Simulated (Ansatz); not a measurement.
# TlSbTe$_{2}$ (space group R-3m, No. 166)

```xyz
4
Lattice="2.2493 1.2986 7.9468 -2.2493 1.2986 7.9468 0.0000 -2.5973 7.9468" Properties=species:S:1:pos:R:3 pbc="T T T"
Tl     0.0000     0.0000     0.0000
Sb     0.0000     0.0000    11.9202
Te     0.0000     0.0000     5.6936
Te     0.0000     0.0000    18.1469
```

Level of theory: plane-wave PAW DFT at the PBE level (Ansatz, a quantum-chemistry and plane-wave program, 420 eV), spin-orbit coupling left out. Settings: 9×9×9 k-points, 0.05 eV Fermi–Dirac smearing.

The volume per atom comes out as 34.82 Å³. The density comes out as 6.93 g/cm³ and the band gap is 0.18 eV, direct at Γ. The electron mass is 0.076 mₑ along c, 0.093 mₑ across, the hole mass is 0.082 mₑ along c, 0.13 mₑ across and the total energy is -7972.369 eV/atom (σ→0; compares only within this code and set-up).

Spin-orbit coupling, missing from the scalar runs, can matter with Sb, Te and Tl. Masses are band curvatures over ±0.01 Å⁻¹ around the edge. Whether these cells are dynamically stable was not tested. A zero or small gap of TlSbTe2 can be the functional's error rather than a property of the material.
